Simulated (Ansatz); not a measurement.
Ru (model structure, started from the diamond type, Fd-3m, No. 227, 2 atoms in the cell) was calculated with PBEsol in Ansatz (plane waves, PAW).

Run with plane-wave cutoff 520 eV, 18×18×18 k mesh, Fermi–Dirac smearing 0.05 eV, no spin polarisation, scalar-relativistic PAW data made under PBE.

Cell (relaxed at this level):

Ru is taken in the cubic space group Fd-3m, origin choice 1 (No. 227), the diamond structure, Pearson symbol cF8. Cell: a = b = c = 5.390 Å, α = β = γ = 90.00°. Ru on 8b is coordinated by 4 Ru at 2.334 Å (tetrahedral). (Neighbours: up to the widest gap in distance over summed covalent radii, below 1.35, at either atom.)
(The calculation used a cell of 2 atoms; values per cell refer to that cell.)

**Question.** What does this level give for the bulk modulus?

**Answer.** 
* **bulk modulus**: 183 GPa

Note: the run has no spin polarisation, so it can have missed a magnetic state; the bulk modulus is −V dP/dV from two relaxed cells at ±2 % in volume; the relaxation could raise the start's symmetry but not lower it, so the cell can be a saddle point.

Computing time: very roughly 50 core-seconds.

A model structure was made by putting elements into a prototype or built by hand; it is no filed structure, need not be a known phase, and can be a saddle point held by its symmetry.

Ansatz is a program for electronic structure.
